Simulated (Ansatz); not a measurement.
We consider cubic perovskite KMgF3, described by PBE0 in Ansatz (plane waves, PAW).

Numerical settings: plane-wave cutoff 520 eV, 6×6×6 k mesh, scalar-relativistic PAW data made under PBE.

Computed at the level's own relaxed cell.

Hill averages of the elastic tensor: K = 73.0 GPa, G = 47.5 GPa. Volume 12.835 Å³/atom, mean atomic mass 24.080 u.

Task: Work out the density, the sound velocities of a polycrystal and the elastic Debye temperature at this level.

Result: ρ = 1.66054 × 24.080/12.835 = 3.115 g/cm³. v_l = √[(K + 4G/3)/ρ] = 6.616 km/s and v_t = √(G/ρ) = 3.905 km/s. The mean follows from 3/v_m³ = 1/v_l³ + 2/v_t³: v_m = 4.327 km/s. Θ_D = (ħ/k_B) v_m (6π²/V)^(1/3) = 76.38 K Å s/km × 4.327 × 1.6648 Å⁻¹ = 550 K, counting all atoms of the cell.

Ansatz is an electronic-structure program.
